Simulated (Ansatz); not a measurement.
The starting structures come from a database of crystals and need not be the phases stable at ambient conditions.

By PBEsol, the system below comes out a metal.

The ballistic (Sharvin) conductance counts the channels at the Fermi level: G/A = (e²/h) × channels of both spins per area.

Consider the following.

```
AlPt
1.0
    3.09155     0.00000     0.00000
    0.00000     3.09155     0.00000
    0.00000     0.00000     3.09155
Al Pt
1 1
Cartesian
  0.00000   0.00000   0.00000
  1.54577   1.54577   1.54577
```

The cell is taken as given; by PBEsol it stands under a pressure of -5.7 GPa.

The current flows along the normal of the first two printed cell vectors, the (001) plane of the conventional cell. No spin-orbit coupling; the value is a mean over 0.1 eV about the Fermi level.

Task: Compute, with PBEsol (Ansatz, a quantum-chemistry and plane-wave program), the ballistic conductance per area.

Result: 0.90 × 10¹⁵ S/m² for both spins.
